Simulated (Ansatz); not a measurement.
# PbTe: Pb → I

Take PbTe in the rock salt structure (space group Fm-3m, No. 225; a = 6.443 Å) as the base.

One thing is altered: every Pb is replaced by I, then cell and atoms are relaxed.

Level of theory: plane-wave PAW DFT at the PBEsol level (Ansatz, a first-principles code, 420 eV), no SOC. Settings: 12×12×12 k-points, 0.05 eV Fermi–Dirac smearing, for the changed cell.

| quantity | base | changed | shift |
|---|---|---|---|
| volume per atom | 33.43 Å³ | 34.49 Å³ | +1.06 Å³ |
| density | 8.31 g/cm³ | 6.13 g/cm³ | -2.188 g/cm³ |
| lattice parameter a | 6.443 Å | 6.510 Å | +0.067 Å |
| space group | Fm-3m (No. 225) | Fm-3m (No. 225) | – |
| shortest interatomic distance | 3.221 Å | 3.255 Å | +0.034 Å |
| band gap | 0.65 eV | zero | – |

Final structure:

```
TeI
1.0
    0.00000     3.25498     3.25498
    3.25498     0.00000     3.25498
    3.25498     3.25498     0.00000
Te I
1 1
Cartesian
  0.00000   0.00000   0.00000
  3.25498   3.25498   3.25498
```

Spin-orbit coupling, missing from the scalar runs, can matter with Pb and Te. Stability against distortions was not tested. As relaxed here, TeI is a hypothetical phase, not in the database extracts checked. All final runs are without spin polarisation. An odd electron count without spin: TeI.
